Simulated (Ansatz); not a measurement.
# SiC, carrier doping

Consider SiC (space group P6_3mc, No. 186; a = 3.0781 Å, c = 10.0762 Å).

Carriers are added at fixed cell with a uniform background; the Fermi–Dirac width is that of 300 K.

The values are results of PBEsol (Ansatz, a program for electronic structure, PAW, no spin-orbit coupling), earlier PAW set, not measurements.

Notes on the quantities. Fermi level from band edge: Fermi level relative to the doped band's edge (positive inside the band; to 0.05 eV).

```tsv
variant	Fermi level from band edge	gap between the host's bands
undoped	–	2.12 eV
electrons 2.0×10^21 cm⁻³	+0.45 eV	2.10 eV
electrons 3.0×10^21 cm⁻³	+0.55 eV	2.10 eV
electrons 5.0×10^21 cm⁻³	+0.70 eV	2.08 eV
electrons 7.0×10^21 cm⁻³	+0.80 eV	2.07 eV
holes 2.0×10^21 cm⁻³	+0.25 eV	2.16 eV
holes 3.0×10^21 cm⁻³	+0.30 eV	2.18 eV
holes 5.0×10^21 cm⁻³	+0.45 eV	2.23 eV
holes 7.0×10^21 cm⁻³	+0.55 eV	2.27 eV
```

Carriers are added with a uniform compensating background; total energy and stress of such cells depend on the potential's zero and are not compared; many-body gap narrowing is missing at this level. Stability against distortions was not tested.
